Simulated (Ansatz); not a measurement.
Several settings converged on NiAl (P4mm, 2 atoms in the cell)

```
CELL_PARAMETERS angstrom
      2.88133     0.00000     0.00000
      0.00000     2.88133     0.00000
      0.00000     0.00000     2.88133
ATOMIC_POSITIONS crystal
  Al 0.50000 0.50000 0.51735
  Ni 0.00000 0.00000 0.00000
```

Base method: LDA (PW92), PAW files made with PBE (plane waves; Ansatz, a quantum-chemistry and plane-wave program).

Base settings: basis.ecutwfc = 30.9 Ry; kpoints.mp_grid.grid = 11 11 11; hamiltonian.xc = lda; hamiltonian.pseudopotentials = {kind: paw} (the program's default PAW files); scf.occupations.method = fermi_dirac; scf.occupations.width = 0.0073 Ry.

The count of work is k-points × plane waves × bands × iterations; it is no time. 

**The cutoff for other potential files**

Level: DFT, LDA (PW92), plane waves, harder PAW files (source: ansatz) made with PBE.

In this ladder: hamiltonian.pseudopotentials = {kind: paw, source: ansatz}.

The second cell is the first with its lattice scaled by 0.98.

The mesh stays at the base's, so the ladder's end is converged at best in this setting alone.

The first pressure column holds Ansatz's estimate of the finite-basis (Pulay) stress, which hides part of the cutoff error; the other is without it.

Only quantities that move along the ladder and can be compared are tabulated.

| basis.ecutwfc | free energy less the last step's (meV/atom) | energy of the compressed cell less the first (meV/atom) | pressure (GPa) | pressure without the Pulay estimate (GPa) | largest difference of a force vector from the last step's (eV/Å) | count of work / last |
|---|---|---|---|---|---|---|
| 30.5 Ry | 6448.32 | 19.02 | -4.81 | -448.54 | 0.096 | 0.11 |
| 37.1 Ry | 1221.34 | -19.09 | -8.90 | -112.18 | 0.011 | 0.14 |
| 47.4 Ry | 76.90 | -14.83 | -8.26 | -17.33 | 0.001 | 0.21 |
| 57.3 Ry | 5.91 | -14.99 | -8.29 | -8.89 | 0.000 | 0.28 |
| 67.6 Ry | 1.90 | -15.03 | -8.29 | -8.36 | 0.000 | 0.35 |
| 81.2 Ry | 0.95 | -15.05 | -8.30 | -8.34 | 0.000 | 0.45 |
| 101.4 Ry | 0.19 | -15.05 | -8.30 | -8.31 | 0.000 | 0.65 |
| 135.2 Ry | 0.00 | -15.05 | -8.30 | -8.30 | 0.000 | 1.0 |

Coarsest basis.ecutwfc that holds the energy of the compressed cell less the first within 0.5 meV/atom of the last step, with all finer ones: 47.4 Ry, at 0.21 of the last step's count of work; the step before is off by 4.0 meV/atom.

Coarsest basis.ecutwfc that holds the pressure within 0.5 GPa of the last step, with all finer ones: 47.4 Ry, at 0.21 of the last step's count of work; the step before is off by 0.61 GPa.

Coarsest basis.ecutwfc that holds the free energy within 0.5 meV/atom of the last step, with all finer ones: 101.4 Ry; the step before is off by 0.95 meV/atom.

The energy difference between the two cells stays within 1 meV/atom of the last step's from 47.4 Ry on, the total only from 81.2 Ry on: much of the error is common to both cells and cancels.

At the lowest cutoff the pressure without the Pulay estimate lies 440 GPa under the last step's, the usual sign of Pulay stress in an incomplete plane-wave basis.

**The density cutoff**

The second cell is the first with its lattice scaled by 0.98.

The mesh stays at the base's, so the ladder's end is converged at best in this setting alone.

Only quantities that move along the ladder and can be compared are tabulated.

| basis.ecutrho_ratio | free energy less the last step's (meV/atom) | energy of the compressed cell less the first (meV/atom) | pressure (GPa) |
|---|---|---|---|
| 2 | -4.29 | -16.37 | -7.79 |
| 3 | -0.08 | -14.79 | -8.24 |
| 4 | 0.00 | -14.78 | -8.24 |
| 5 | 0.00 | -14.78 | -8.24 |
| 6 | 0.00 | -14.78 | -8.24 |
| 8 | 0.00 | -14.78 | -8.24 |
| 10 | 0.00 | -14.78 | -8.24 |
| 12 | 0.00 | -14.78 | -8.24 |
| 16 | 0.00 | -14.78 | -8.24 |

Coarsest basis.ecutrho_ratio that holds the free energy within 1 meV/atom of the last step, with all finer ones: 3; the step before is off by 4.3 meV/atom.

Coarsest basis.ecutrho_ratio that holds the pressure within 0.1 GPa of the last step, with all finer ones: 3; the step before is off by 0.46 GPa.

Coarsest basis.ecutrho_ratio that holds the energy of the compressed cell less the first within 0.5 meV/atom of the last step, with all finer ones: 3; the step before is off by 1.6 meV/atom.

**The relaxed cell against the cutoff**

On NiAl (Pm-3m, 2 atoms in the cell): atoms on their sites.

In this ladder: relax = cell and atoms.

The mesh stays at the base's, so the ladder's end is converged at best in this setting alone.

Only quantities that move along the ladder and can be compared are tabulated.

```csv
basis.ecutwfc,relaxed volume (Å³/atom),relaxation steps
21.7 Ry,11.427,15
26.1 Ry,11.387,9
30.9 Ry,11.372,5
37.1 Ry,11.370,5
46.3 Ry,11.370,5
61.7 Ry,11.369,5
```

Coarsest basis.ecutwfc that holds the relaxed volume within 0.023 Å³/atom of the last step, with all finer ones: 26.1 Ry; the step before is off by 0.058 Å³/atom.

At the lowest cutoff the cell relaxes to a volume 0.5 % larger than at the highest. Ansatz relaxes on a stress corrected for the finite basis.

On the base run: the starting cell has typed, rounded lattice constants, without a prior relaxation at this level. Its lattice was rescaled by up to half a per cent. One atom was moved a little off its site on purpose. Spin polarisation is off.

Left out of this page: 2 runs of the series failed or unconverged.

Keys are those of Ansatz 0.2.
